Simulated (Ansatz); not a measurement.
LaAgSO (space group P4/nmm, No. 129)

```
CELL_PARAMETERS angstrom
      4.03068     0.00000     0.00000
      0.00000     4.03068     0.00000
      0.00000     0.00000     8.84995
ATOMIC_POSITIONS crystal
  La 0.00000 0.50000 0.86141
  La 0.50000 0.00000 0.13859
  Ag 0.50000 0.50000 0.50000
  Ag 0.00000 0.00000 0.50000
  S  0.00000 0.50000 0.30805
  S  0.50000 0.00000 0.69195
  O  0.00000 0.00000 0.00000
  O  0.50000 0.50000 0.00000
```

Level of theory: Ansatz (a first-principles code), PBEsol, PAW, cutoff 420 eV, no spin-orbit coupling. Γ-centred 8×8×4 mesh, Fermi–Dirac width 0.05 eV.

```json
{
 "volume_per_atom": "17.97 Å³",
 "density": "6.81 g/cm³",
 "band_gap": "1.32 eV, direct at Γ",
 "electron_mass": "0.36 mₑ along c, 0.28 mₑ across",
 "Lowest conduction-band minima above the VBM": "Γ 1.32 eV",
 "total_energy": "-3783.723 eV/atom (σ→0; compares only within this code and set-up)"
}
```

Effective masses come from finite differences of ±0.01 Å⁻¹. Whether these cells are dynamically stable was not tested.
